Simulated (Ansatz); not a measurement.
Gd on the Ca site (Gd_Ca) (rock-salt CaO host)

These are PBE, PAW (plane waves to 420 eV; Ansatz, a quantum-chemistry and plane-wave program) values and carry that method's errors. A supercell of 64 sites (2×2×2 repeats of a cell of 8 atoms) was used; the energies come from a 2×2×2 shifted sampling of its zone. Site at the start: the Ca site. Finite-size correction: monopole term and site-potential alignment. Dielectric constants: PBE linear response of the host. Host gap at this level: 3.66 eV. These values are not converged in cell size to better than tenths of an eV. Levels are measured in PBE's own, too narrow, gap. Spin–orbit coupling is left out, and no Hubbard U is applied to the open shells. Each state is the lowest found from its start.

Charges with a result: +2, +1, 0, −1. Others weren't obtained, and one of them could lie lower, also by skipping a charge.

| charge | moment (μB) | point group | largest move off a lattice site (Å) | image correction with alignment (eV) |
|---|---|---|---|---|
| +2† | 6.0 | – | 0.07 | 0.78 |
| +1 | 7.0 | Oh | 0.06 | 0.33 |
| 0† | fractional | – | 0.04 | 0.00 |
| −1† | fractional | – | 0.02 | -0.15 |

† Not settled in this cell, so no level is given: charge +2: a level filled in part, carriers not clearly localised, level within 0.1 eV of a band edge or past it; charge 0: fractional moment, a level filled in part, carriers not clearly localised, level within 0.1 eV of a band edge or past it; charge −1: fractional moment, a level filled in part, carriers not clearly localised, level within 0.1 eV of a band edge or past it.

Point groups are those of the whole cell at tolerances of 0.03 and 0.1 Å ("near" where only the looser one holds); none is given for unsettled states.

Starting moments that weren't kept: charge 0 began with 6 μB and ended with 7.6; charge −1 began with 7 μB and ended with 8.7.

All states together cost about 2.7 core-hours (a rough figure).
